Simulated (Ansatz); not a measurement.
The decay constant κ of evanescent states in the gap governs leakage through a thin film.

Input:

```xyz
2
Lattice="3.0886 0.0000 0.0000 0.0000 3.0886 0.0000 1.5443 1.5443 2.1840" Properties=species:S:1:pos:R:3 pbc="T T T"
Al     0.0000     0.0000     0.0000
N      1.5443     3.0886     1.0920
```

The cell is taken as given.

Transport runs along the normal of the first two printed cell vectors, the (001) plane of the conventional cell.

The gap is the functional's own. No spin-orbit coupling. Mid-gap values are those at the computed energy nearest the middle.

Q: Give the band gap and the smallest decay constant κ at mid-gap that Ansatz (a first-principles code) with r2SCAN yields.

A: Gap 3.94 eV on a 14×14×14 mesh; κ = 0.305 1/Å, at the zone centre.
